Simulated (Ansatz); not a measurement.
In a (5,0) BN nanotube, the lowest empty band has its minimum at Γ and lies 0.017 eV higher 0.0456 Å⁻¹ away along the axis.

All values below come from PBE (plane waves to 420 eV, PAW; Ansatz, a first-principles code). Mesh 1×1×8. No spin polarisation. Periodic along z alone, with about 11 Å of vacuum beside it. An idealised model, rolled from the flat sheet. Symmetry and one short period hold its shape; lower forms weren't sought.

Problem. Estimate the electron mass along the axis.

Solution. For a parabola ΔE = ħ²Δk²/2m, and ħ²/2mₑ = 3.810 eV Å². So m/mₑ = 3.810 × 0.0456²/0.017 = 0.47. The curvature over a step a third as long gives 0.47; the band is close to a parabola here.
